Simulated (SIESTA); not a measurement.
# How far to go with the k-point mesh at a smearing width of 0.05 eV: Cu (Fm-3m, 1 atom in the cell)

```
CELL_PARAMETERS angstrom
      0.00000     1.81042     1.81042
      1.81042     0.00000     1.81042
      1.81042     1.81042     0.00000
ATOMIC_POSITIONS crystal
  Cu 0.00000 0.00000 0.00000
```

Level of theory: SIESTA with GGA PBE, numerical atomic orbitals DZP, PseudoDojo PBE standard norm-conserving potentials (rewritten from UPF to PSML).

Base settings: XC.functional = GGA; XC.authors = PBE; potentials = PseudoDojo PBE standard; PAO.BasisSize = DZP; PAO.EnergyShift = 0.01 Ry; MeshCutoff = 350 Ry; kgrid.MonkhorstPack = 7 7 7; OccupationFunction = MP; OccupationMPOrder = 0; ElectronicTemperature = 1160.45 K.

In this ladder: ElectronicTemperature = 580.23 K.

The second cell is the first with its lattice scaled by 0.98.

Only quantities that move along the ladder and can be compared are tabulated.

Core times come from one kind of shared machine, to one figure; runs under 30 s give none.

The starting cell has typed, rounded lattice constants, without a prior relaxation at this level. Its lattice was rescaled by up to half a per cent. Spin polarisation is off. Values carry the incompleteness of an atom-centred basis. Without a gap this mesh is coarse (it stands for a supercell whose shortest vector is 18 Å).

Steps (kgrid.MonkhorstPack): 6 6 6; 7 7 7; 8 8 8; 10 10 10; 12 12 12; 14 14 14; 17 17 17; 21 21 21; 25 25 25; 30 30 30.

Q: What is the coarsest kgrid.MonkhorstPack that holds the energy of the compressed cell less the first within 0.5 meV/atom of the last step, with all finer ones?

A: 21 21 21, at about 0.3 of the last step's time; the step before is off by 0.77 meV/atom.

Q: What is the coarsest kgrid.MonkhorstPack that holds the free energy within 5 meV/atom of the last step, with all finer ones?

A: 12 12 12; the step before is off by 16 meV/atom.

Q: What is the coarsest kgrid.MonkhorstPack that holds the pressure within 1 GPa of the last step, with all finer ones?

A: 7 7 7; the step before is off by 1.3 GPa.

| kgrid.MonkhorstPack | free energy less the last step's (meV/atom) | energy of the compressed cell less the first (meV/atom) | pressure (GPa) | core time / last (rough) |
|---|---|---|---|---|
| 6 6 6 | 69.17 | 11.83 | -0.26 | – |
| 7 7 7 | -41.55 | 5.14 | -1.78 | – |
| 8 8 8 | 35.34 | 9.96 | -0.66 | – |
| 10 10 10 | 16.37 | 6.90 | -1.23 | – |
| 12 12 12 | 4.56 | 5.83 | -1.58 | – |
| 14 14 14 | 0.90 | 6.55 | -1.43 | – |
| 17 17 17 | 1.45 | 5.20 | -1.74 | 0.2 |
| 21 21 21 | 2.21 | 5.60 | -1.64 | 0.3 |
| 25 25 25 | 1.90 | 5.85 | -1.57 | 0.6 |
| 30 30 30 | 0.00 | 5.97 | -1.56 | 1 |
